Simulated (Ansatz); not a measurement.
# MoS2 (model structure, started from the fluorite type, Fm-3m, No. 225, 3 atoms in the cell): bulk modulus by level of theory

No measured value is used here.

| level (code) | value (GPa) | cell (Å³/atom) |
|---|---|---|
| LDA (Ansatz) | 162 | 15.95 |
| PBEsol (Ansatz) | 154 | 16.23 |
| r²SCAN (Ansatz) | 142 | 16.82 |

The crystal itself was run without spin with LDA, PBEsol, r²SCAN; a magnetic state was not tried in these runs. LDA, PBEsol, r²SCAN: the run has no spin polarisation, so it can have missed a magnetic state. LDA, PBEsol, r²SCAN: the bulk modulus is −V dP/dV from two relaxed cells at ±2 % in volume. Each level is taken at its own relaxed cell. Cutoffs differ between the levels. Ansatz's density-functional and Hartree–Fock values are scalar-relativistic unless marked +SOC, with PAW data made under PBE.

A model structure was made by putting elements into a prototype or built by hand; it is no filed structure, need not be a known phase, and can be a saddle point held by its symmetry.

Ansatz is a first-principles code.
